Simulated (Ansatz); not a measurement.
# Converging the k-point mesh at a smearing width of 0.05 eV: CoSn (P6mm, 6 atoms in the cell)

```yaml
crystal:
  lattice:
    - [5.21981, 0.00000, 0.00000]
    - [-2.60990, 4.52049, 0.00000]
    - [0.00000, 0.00000, 4.16665]
  atoms:
    - { symbol: Co, position: [0.00000, 0.50000, 0.00000] }
    - { symbol: Co, position: [0.50000, 0.00000, 0.00000] }
    - { symbol: Co, position: [0.50000, 0.50000, 0.00000] }
    - { symbol: Sn, position: [0.66667, 0.33333, 0.50000] }
    - { symbol: Sn, position: [0.33333, 0.66667, 0.50000] }
    - { symbol: Sn, position: [0.00000, 0.00000, 0.01200] }
```

Method of the run: LDA (PW92), default PAW files made with PBE (plane waves; Ansatz, a first-principles code).

Base settings: basis.ecutwfc = 30.9 Ry; kpoints.mp_grid.grid = 7 7 8; hamiltonian.xc = lda; hamiltonian.pseudopotentials = {kind: paw} (the program's default PAW files); scf.occupations.method = gaussian; scf.occupations.width = 0.0073 Ry.

In this ladder: scf.occupations.width = 0.0037 Ry.

Only quantities that move along the ladder and can be compared are tabulated.

The count of work is k-points × plane waves × bands × iterations; it is no time. Core times come from one kind of shared machine, to one figure; runs under 30 s give none.

The starting cell comes from a database of computed structures (which also holds hypothetical and non-ambient phases and stackings), without a prior relaxation at this level. Its lattice was rescaled by up to half a per cent. One atom was moved a little off its site on purpose. Spin polarisation is off. In the base run, with a pressure of about -4 GPa the cell is away from its equilibrium volume at this level. Ansatz's pressure includes its estimate of the finite-basis (Pulay) stress.

```tsv
kpoints.mp_grid.grid	free energy less the last step's (meV/atom)	pressure (GPa)	largest difference of a force vector from the last step's (eV/Å)	count of work / last	core time / last (rough)
3 3 3	21.75	-4.04	0.004	0.028	–
3 3 4	2.53	-4.04	0.008	0.042	–
4 4 4	1.82	-4.17	0.008	0.056	–
5 5 5	-5.18	-4.26	0.004	0.069	–
6 6 6	5.83	-4.10	0.001	0.13	–
7 7 7	0.56	-4.16	0.000	0.15	–
8 8 9	0.65	-4.16	0.001	0.26	–
10 10 11	0.17	-4.17	0.001	0.39	0.4
12 12 13	-0.93	-4.18	0.001	0.62	0.6
14 14 15	0.00	-4.17	0.000	1.0	1
```

Coarsest kpoints.mp_grid.grid that holds the pressure within 0.05 GPa of the last step, with all finer ones: 7 7 7, at 0.15 of the last step's count of work; the step before is off by 0.07 GPa.

Coarsest kpoints.mp_grid.grid that holds the forces within 0.005 eV/Å of the last step, with all finer ones: 5 5 5, at 0.069 of the last step's count of work; the step before is off by 0.008 eV/Å.

Coarsest kpoints.mp_grid.grid that holds the free energy within 2 meV/atom of the last step, with all finer ones: 7 7 7, at 0.15 of the last step's count of work; the step before is off by 5.8 meV/atom.

Keys are those of Ansatz 0.2.
